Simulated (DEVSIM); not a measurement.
Structure: W/SiO2/n-Si capacitor, at 400 K.

```tsv
layer (left to right)	material	thickness (nm)	Nd (cm⁻³)
1	SiO2	5.60	-
2	Si	8300	2.4e14
```

Metal gate on the left, work function 4.6 eV. Fixed charge at the semiconductor interface -2.7e10 cm⁻² (in units of +e); no interface traps.

The device is made up for the run: typed textbook-type constants, with dimensions and the other settings drawn at random. Values at 300 K; Nc and Nv go as T^1.5, mobilities as T to minus their exponent, the gap by Varshni's rule with the affinity fixed.

```tsv
parameter	SiO2	Si
gap (eV)	9	1.124
affinity (eV)	0.9	4.05
permittivity	3.9	11.7
Nc (cm⁻³)	-	2.86e19
Nv (cm⁻³)	-	3.1e19
Varshni α (eV/K)	-	0.000473
Varshni β (K)	-	636
```

DEVSIM, 1D Poisson equation in equilibrium, Boltzmann statistics, complete ionisation; no quantum confinement or tunnelling. Metal contacts follow the ideal Schottky-Mott rule: no Fermi-level pinning, no interface dipoles.

Tabulate band edges, carrier densities and field at -0.1 V on the gate.

Energies count from the Fermi level of the right contact; mesh points crowd at the junctions.

| x (μm) | Ec (eV) | Ev (eV) | n (cm⁻³) | p (cm⁻³) | field (V/cm) |
|---|---|---|---|---|---|
| 0.000 | 3.800 | -5.200 | < 1e2 | < 1e2 | 550 |
| 0.001276 | 3.800 | -5.200 | < 1e2 | < 1e2 | 550 |
| 0.003249 | 3.800 | -5.200 | < 1e2 | < 1e2 | 550 |
| 0.004940 | 3.800 | -5.200 | < 1e2 | < 1e2 | 550 |
| 0.006575 | 0.650 | -0.447 | 2.9e11 | 1.1e14 | -4000 |
| 0.009423 | 0.649 | -0.448 | 2.9e11 | 1.1e14 | -4000 |
| 0.01607 | 0.646 | -0.450 | 3.2e11 | 1.0e14 | -3900 |
| 0.04002 | 0.637 | -0.460 | 4.2e11 | 7.7e13 | -3800 |
| 0.08746 | 0.619 | -0.477 | 6.9e11 | 4.7e13 | -3600 |
| 0.1981 | 0.582 | -0.514 | 2.0e12 | 1.6e13 | -3100 |
| 0.4564 | 0.514 | -0.583 | 1.5e13 | 2.2e12 | -2200 |
| 1.388 | 0.425 | -0.672 | 2.0e14 | 1.6e11 | -220 |
| 3.232 | 0.418 | -0.679 | 2.4e14 | 1.3e11 | ≈ 0 |
| 5.974 | 0.418 | -0.679 | 2.4e14 | 1.3e11 | ≈ 0 |
| 7.570 | 0.418 | -0.679 | 2.4e14 | 1.3e11 | ≈ 0 |
| 7.991 | 0.418 | -0.679 | 2.4e14 | 1.3e11 | ≈ 0 |
| 8.171 | 0.418 | -0.679 | 2.4e14 | 1.3e11 | ≈ 0 |
| 8.249 | 0.418 | -0.679 | 2.4e14 | 1.3e11 | ≈ 0 |
| 8.288 | 0.418 | -0.679 | 2.4e14 | 1.3e11 | ≈ 0 |
| 8.299 | 0.418 | -0.679 | 2.4e14 | 1.3e11 | ≈ 0 |
| 8.303 | 0.418 | -0.679 | 2.4e14 | 1.3e11 | ≈ 0 |
| 8.306 | 0.418 | -0.679 | 2.4e14 | 1.3e11 | ≈ 0 |
